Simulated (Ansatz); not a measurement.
Base system: SrZrO₃ (space group Imma, No. 74; a cell from a computed database, its experimental status unchecked).

```
CELL_PARAMETERS angstrom
     -2.89774     4.06749     2.90682
      2.89774    -4.06749     2.90682
      2.89774     4.06749    -2.90682
ATOMIC_POSITIONS crystal
  Sr 0.23813 0.48813 0.75000
  Sr 0.76187 0.51187 0.25000
  Zr 0.50000 0.00000 0.50000
  Zr 0.00000 0.00000 0.00000
  O  0.66465 0.91465 0.75000
  O  0.33535 0.08535 0.25000
  O  0.20278 0.50000 0.20278
  O  0.79722 0.50000 0.79722
  O  0.79722 0.00000 0.29722
  O  0.20278 0.00000 0.70278
```

The values are results of plane-wave PAW DFT at the PBEsol level (Ansatz, a first-principles code, 420 eV), scalar-relativistic without spin-orbit coupling, not measurements.

For the base:

| Quantity | Result |
|---|---|
| Electron mass | 0.41 mₑ along a, 2.5 mₑ along b, 0.49 mₑ along c (at Γ) |
| Gap character | indirect, X → Γ |
| Density | 5.50 g/cm³ |

Perturbation: every O is replaced by Se, then cell and atoms are relaxed.

Tabulated Pauling electronegativity and covalent radius: O 3.44, 0.66 Å; Se 2.55, 1.20 Å.

Predict the new valence-band top at Γ.

The valence-band top at Γ (three highest levels, from the VBM) is 0.00, -0.06, -0.51 eV.

How does this affect the electron mass?

The electron mass goes from 0.41 mₑ along a, 2.5 mₑ along b, 0.49 mₑ along c (at Γ) to 0.14 mₑ along a, 1.9 mₑ along b, 0.34 mₑ along c (at Γ).

Predict the new gap character.

The gap character becomes direct at Γ (base: indirect, X → Γ).

Estimate the effect on the density.

The density shrinks by 0.33 g/cm³, from 5.50 g/cm³ to 5.17 g/cm³.

Effective masses come from finite differences of ±0.01 Å⁻¹. Stability against distortions was not tested. As relaxed here, SrZrSe3 is a hypothetical phase, not in the database extracts checked.
